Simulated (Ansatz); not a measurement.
An Ansatz (an electronic-structure program) run: Nb with a change (pressure 4.5 GPa); PBEsol (Ansatz; PAW; 420 eV plane waves; scalar-relativistic without spin-orbit coupling).

Input:

Ansatz 0.2 input:
```yaml
crystal:
  lattice:
    - [-1.629498933, 1.629498933, 1.629498933]
    - [1.629498933, -1.629498933, 1.629498933]
    - [1.629498933, 1.629498933, -1.629498933]
  atoms:
    - { symbol: Nb, position: [0, 0, 0] }
basis: { ecutwfc: 420, ecutrho_ratio: 4, xc_grid: 2, fft_grid_basis: typed }
kpoints: { mp_grid: { grid: [20, 20, 20] } }
hamiltonian:
  xc: pbesol
  dispersion: none
  pseudopotentials: { kind: paw }
scf: { occupations: { method: fermi_dirac, width: 0.05 } }
relax: { f_tol: 0.01, max_steps: 60, cell: { stress_tol: 0.02, p_target: 4.5 } }
output: { forces: true, stress: true }
checkpoint: { write: state.ck, write_every: 1000 }
```

Output (explanatory and most iteration lines left out):

```
Relaxation: its limit of steps is 60 (relax.max_steps)
Pseudopotential: Nb, paw, valence charge 13
Crystal: 1 atoms, lattice volume = 17.307 Å³
Basis set: ecut = 420 eV, 321 PW (Γ), exchange–correlation on 40×40×40 points (8 copies of the dense FFT grid, shifted against one another)
Bands: 11, of which v1, the nominal top of the filled ones, is band 7 counted from 1 (6 counted from 0)
Symmetry: 48 space group operations
Space group: Im-3m (ITA 229), of the structure as read, at distance tolerance 2.6e-5 Å
k-points: 256 of 8000
Functional: x = pbesol(κ = 0.804, μ = 0.12345679012345678), c = pbesol(β = 0.046)
SCF iter   1: F=—  HF=-4495.460192 eV  |F-HF|=—  |Δ(HF+E_count)|=         —  Δρ=6.19e-3  dr2=5.30e-3  ethr=1.77e-3  ⟨swp⟩=5.1  Hψ=16491  notcnv=0
SCF iter   2: F=—  HF=-4495.458377 eV  |F-HF|=—  |Δ(HF+E_count)|=   1.82e-3  Δρ=2.08e-3  dr2=2.67e-4  ethr=4.08e-5  ⟨swp⟩=2.5  Hψ=6696  notcnv=0  defer=11
SCF 1 converged in 6 iterations: F = -4495.458330 eV  dr2 = 1.77e-12
relax step   1: F+E_penalty+E_count = -4495.45832955 eV  Δ(F+E_penalty+E_count) = +0.000e0 eV  max|allowed force component| = 0.000e0 eV/Å  Δτ_max = 0.0000 Å  P = +2.100 GPa  Ω = 17.307 Å³  (6 SCF iters, dr2 threshold 1.00e-7 eV, accepted)
[... steps on the carried basis left out ...]
relax step   5: F+E_penalty+E_count = -4495.45397990 eV  Δ(F+E_penalty+E_count) = +2.988e-5 eV  max|allowed force component| = 0.000e0 eV/Å  Δτ_max = 0.0000 Å  P = +4.502 GPa  Ω = 17.095 Å³  stress off target by 1.56e-3 GPa  SCF on the basis re-selected at this cell (its energy is not comparable with the rows above)  (4 SCF iters)
SCF converged after 4 iterations
Free energy (F): -4495.453980 eV
Internal energy: -4495.442989 eV  (E = F + TS)
E sigma→0 (E₀):  -4495.448485 eV
Entropy (-TS):   -0.010990 eV (-10.990 meV/atom)
Fermi energy:    18.746439 eV
--- Forces (eV/Å), atoms counted from 1 ---
  atom   1  Nb     0.00000000    -0.00000000     0.00000000
--- Stress (GPa, compression-positive) ---
        4.501559       0.000000      -0.000000
       -0.000000       4.501559       0.000000
       -0.000000       0.000000       4.501559
  P = ⅓ Tr σ = 4.5016 GPa (45.016 kbar)
--- Relaxed structure (4 steps of the walk, 3 accepted, 1 SCFs on fresh bases) ---
  cell:  # Å, volume = 17.0951 Å³
    - [-1.6228221961753315, 1.6228221961753315, 1.6228221961753315]
    - [1.6228221961753315, -1.6228221961753315, 1.6228221961753315]
    - [1.6228221961753315, 1.6228221961753315, -1.6228221961753315]
  atoms:
    - { symbol: Nb, position: [0.0, 0.0, 0.0] }
```

Load acts through the strain it causes; cell and atoms are relaxed under it. Whether these cells are dynamically stable was not tested. The final runs are not spin-polarised. The cell was made from Nb in the bcc (W type) structure (space group Im-3m, No. 229) by this change: pressure 4.5 GPa.
